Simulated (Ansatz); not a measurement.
**A computed series for SiO2: response to strain**

Consider SiO2 in the rutile structure (space group P4_2/mnm, No. 136).

```
SiO2
1.0
    4.19450     0.00000     0.00000
    0.00000     4.19450     0.00000
    0.00000     0.00000     2.67848
Si O
2 4
Direct
  0.00000   0.00000   0.00000
  0.50000   0.50000   0.50000
  0.30606   0.30606   0.00000
  0.80606   0.19394   0.50000
  0.19394   0.80606   0.50000
  0.69394   0.69394   0.00000
```

Cartesian axes are those of the cell as printed.

Strains are applied to the cell and any free atomic positions relax.

Calculations: PBEsol (Ansatz, a program for electronic structure; PAW; 420 eV plane waves; without spin-orbit coupling).

```tsv
uniaxial strain ε_xx (%)	band gap (eV)
-3	5.82
-2.4	?
-1.8	5.62
-1.2	5.53
-0.6	5.44
0	5.35
```

### Question
Fit E_g = E₀ + Dε (ε in %) to the rows shown and predict the withheld row.

### Answer
Least squares on the printed values gives E₀ = 5.35 eV, D = -156 meV per % of strain (largest residual 0.01 eV); this predicts 5.72 eV, and the run gives 5.72 eV, in agreement.

Semilocal Kohn–Sham gaps tend to fall short of experiment. Whether these cells are dynamically stable was not tested.
